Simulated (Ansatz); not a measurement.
# Smallest direct gap on the k points sampled of PbI2 (P6₃mc, No. 186) at several levels of theory

No measured value is used here.

```csv
level (code),value (eV),cell (Å³/atom)
LDA (Ansatz),1.93,39.25
PBEsol (Ansatz),2.17,42.24
dielectric-dependent PBEsol hybrid (Ansatz),3.05,42.27
HSE06 (Ansatz),2.98,42.27
PBE0 (Ansatz),3.62,42.27
```

Computed values are for a static lattice. Levels without +SOC have no spin–orbit coupling; where heavier elements are present it shifts gaps, mostly down, and can invert bands.  LDA: LDA has no dispersion term either, though it tends to give short spacings of layers, chains or molecules. PBEsol, dielectric-dependent PBEsol hybrid, HSE06, PBE0: the cell comes from a level without a dispersion term, which matters for the spacing of layers, chains or molecules. Values are at the PBEsol cell; LDA at the level's own relaxed cell; PBEsol at the level's own relaxed cell. Cutoffs and k meshes differ between the levels. Ansatz's density-functional and Hartree–Fock values are scalar-relativistic unless marked +SOC, with PAW data made under PBE.

Ansatz is a quantum-chemistry and plane-wave program.
